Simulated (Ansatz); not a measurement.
Structures of equal composition on the (111) surface of fcc Ni, ferromagnetic: a layer of Ga in place of the second plane; a layer of Ga in place of the third plane. The slabs share one bottom face, and each structure is named by its start. These are constructed structures in small cells; real faces may alloy, dewet or reconstruct in larger ones, and not all known structures of the face are among them. Slabs of about 10 Å with all that they carry, Fermi-Dirac smearing of 0.1 eV. Bottom of the slabs: a bare face, its two planes held. Relaxed from the named starts with such symmetry as they have, on meshes of like density; energies extrapolated to zero smearing; no spin-orbit coupling, no U. Spin-polarised runs, if any, are marked in brackets, and their order is one that fits the cell; the others ran without spin. Where a second, spin-polarised start was run, the lower counts.

All values below come from PBE (plane waves to 420 eV, PAW; Ansatz, a program for electronic structure).

Task: Order them by energy per 1x1 cell (lowest first) at the level PBE.

Result: a layer of Ga in place of the second plane (0.000 eV [spin, 2.4 μB a cell]), a layer of Ga in place of the third plane (0.075 eV [spin, 2.5 μB a cell])
